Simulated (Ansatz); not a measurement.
## Effective masses and thermopower of MgO (Fm-3m)

Consider the following.

```yaml
crystal:
  lattice:
    - [0.00000, 2.10703, 2.10703]
    - [2.10703, 0.00000, 2.10703]
    - [2.10703, 2.10703, 0.00000]
  atoms:
    - { symbol: Mg, position: [0.00000, 0.00000, 0.00000] }
    - { symbol: O, position: [0.50000, 0.50000, 0.50000] }
```

All values below come from PBEsol, rigid bands (plane waves, PAW, scalar-relativistic; Ansatz, a first-principles code). Geometry: cell and atoms relaxed with PBEsol.

The band gap comes out as 4.62 eV, the electron conductivity mass (300 K, dilute) is 0.35 mₑ and the hole conductivity mass (300 K, dilute) comes out as 2.3 mₑ. The effective density of states N_c (300 K) is 5.1e18 cm⁻³. The effective density of states N_v (300 K) is 2.9e20 cm⁻³. The density-of-states mass, electrons comes out as 0.35 mₑ and the density-of-states mass, holes comes out as 5.1 mₑ. The Seebeck coefficient, n-type 1e19 cm⁻³, 300 K is -171 μV/K and the best n-type power factor at 300 K for τ = 10 fs (best axis; densities from 1e16 to 1e21 cm⁻³ tried, whether or not they can be reached) is 2.3 μW/(cm·K²) at 3e19 cm⁻³. The Seebeck coefficient, p-type 1e19 cm⁻³, 300 K is 507 μV/K.

Rigid bands; masses and Seebeck coefficients take one relaxation time τ for all states and one kind of carrier; polarons and phonon drag are left out. Spin-orbit coupling is left out.
